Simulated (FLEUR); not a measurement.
Band structure of Be5Co (F-43m, 6 atoms in the cell).

```yaml
crystal:
  lattice:
    - [0.00000, 2.88393, 2.88393]
    - [2.88393, 0.00000, 2.88393]
    - [2.88393, 2.88393, 0.00000]
  atoms:
    - { symbol: Be, position: [0.25000, 0.25000, 0.25000] }
    - { symbol: Be, position: [0.62557, 0.62557, 0.12329] }
    - { symbol: Be, position: [0.62557, 0.12329, 0.62557] }
    - { symbol: Be, position: [0.62557, 0.62557, 0.62557] }
    - { symbol: Be, position: [0.12329, 0.62557, 0.62557] }
    - { symbol: Co, position: [0.00000, 0.00000, 0.00000] }
```

Level of theory: FLEUR with LDA (Perdew-Zunger), all-electron FLAPW (FLEUR), scalar-relativistic valence.

Settings: Kmax = 4.5 1/bohr; GmaxXC = 18 1/bohr; xcFunctional = pz; jspins = 1; l_soc = F; mode = hist; fermiSmearingEnergy = 0.00367493 Htr; mesh (inpgen div1-3) = 8 8 8; inpgen gamma flag = true; Gmax = 18 1/bohr; numbands = 0; maxIterBroyd = 40; imix = Anderson; alpha = 0.05.

The starting cell comes from a database of computed structures (which also holds hypothetical and non-ambient phases and stackings), without a prior relaxation at this level. Spin polarisation is off. Values depend on the basis (sphere radii, cutoffs, local orbitals), which need not be converged.

Levels in eV from the Fermi level, bands 10 to 17:
```json
[
 {"point": "Γ", "10": "-1.80", "11": "0.85", "12": "0.85", "13": "0.85", "14": "3.85", "15": "3.85", "16": "3.85", "17": "4.72"},
 {"point": "X", "10": "-1.17", "11": "-0.98", "12": "-0.98", "13": "-0.09", "14": "1.10", "15": "7.04", "16": "7.57", "17": "7.57"},
 {"point": "W", "10": "-1.29", "11": "-1.04", "12": "-0.66", "13": "0.54", "14": "1.21", "15": "4.44", "16": "4.63", "17": "8.00"},
 {"point": "K", "10": "-1.21", "11": "-0.90", "12": "-0.90", "13": "-0.06", "14": "1.68", "15": "4.70", "16": "5.37", "17": "7.44"},
 {"point": "L", "10": "-1.32", "11": "-0.80", "12": "-0.54", "13": "-0.54", "14": "2.84", "15": "2.84", "16": "4.50", "17": "7.03"},
 {"point": "U", "10": "-1.21", "11": "-0.90", "12": "-0.90", "13": "-0.06", "14": "1.68", "15": "4.70", "16": "5.37", "17": "7.44"}
]
```
